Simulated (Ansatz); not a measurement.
# MgO (model structure, Fm-3m, No. 225, 6 atoms in the cell): properties by level of theory

```tsv
level (code)	lattice parameter a (Å)	cohesive energy (eV/atom)	band gap (eV)
PBE (Ansatz)	4.254	4.99	4.46
PBEsol (Ansatz)	4.215	5.32	4.62
PBE-D3(BJ) (Ansatz)	4.208	5.28	4.77
```

Computed values are for a static lattice.  Each level is taken at its own relaxed cell. Ansatz's density-functional and Hartree–Fock values are scalar-relativistic unless marked +SOC, with PAW data made under PBE.

Ansatz's density-functional and Hartree–Fock values are scalar-relativistic unless marked +SOC, with PAW data made under PBE.

Free atoms are spin-polarised, in the lowest state found; at levels without +SOC their spin–orbit coupling is left out.

A model structure was made by putting elements into a prototype or built by hand; here it ended with the formula and space group of a phase in our tables.

Ansatz is an electronic-structure program.
